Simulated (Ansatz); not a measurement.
The starting structures come from a database of crystals and need not be the phases stable at ambient conditions.

 Where the default PAW files enter, the runs use the earlier of Ansatz's two default sets.

Input:

```
MgS
1.0
    3.68318     0.00000     0.00000
   -1.84159     3.18973     0.00000
    1.84159     1.06324     3.00730
Mg S
1 1
Direct
  0.00000   0.00000   0.00000
  0.00000   0.50000   0.50000
```

Space group of this cell: Fm-3m, rock salt. The cell is taken as given.

Level of theory: r2SCAN (plane waves, PAW; Ansatz, a program for electronic structure).

The current runs along the normal of the first two printed vectors; no spin-orbit coupling. Scaled by the factor s: all lengths (ions clamped). Meshes 12×12×12 and 12×12 across the current in all rows.

```csv
s,mean pressure (GPa),band gap (eV)
0.98,5.2,?
1.00,-0.2,3.46
1.02,-4.3,3.33
```

Task: Take the slope of the band gap against ln s from the two given rows, extrapolate to s = 0.98, and say what the run there gives.

Result: Slope = (3.33 − 3.46) / ln 1.02 = -6.56 eV. The line gives 3.46 + (-6.56) × ln 0.98 = 3.59 eV. The run gives 3.59 eV, as the line does.
